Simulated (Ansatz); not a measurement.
Response to strain in TiC

Consider TiC in the rock salt structure (space group Fm-3m, No. 225; a = 4.293 Å; relaxed with 0.1 eV smearing). Axes: x, y, z lie along the cube axes.

Strains are applied to the cell and any free atomic positions relax; under biaxial strain the out-of-plane vector relaxes too.

Level of theory: Ansatz (a quantum-chemistry and plane-wave program) PBEsol, scalar-relativistic without spin-orbit coupling.

Notes on the quantities. energy relative to the base: free energy F.

```csv
"biaxial strain, plane normal [001], relaxed out of plane (%)",energy relative to the base (meV/atom)
0,0.0
0.5,0.9
1,3.7
1.5,?
2,14.4
2.5,22.1
3,31.3
```

Task: Fit ΔE = Aε² + Bε³ (ε in %) to the rows shown and predict the withheld row.

Result: Least squares on the printed values gives A = 3.83 and B = -0.12 meV/atom (largest residual 0.0 meV/atom); this predicts 8.2 meV/atom, and the run gives 8.2 meV/atom, in agreement.

Stability against distortions was not tested. All final runs are without spin polarisation.
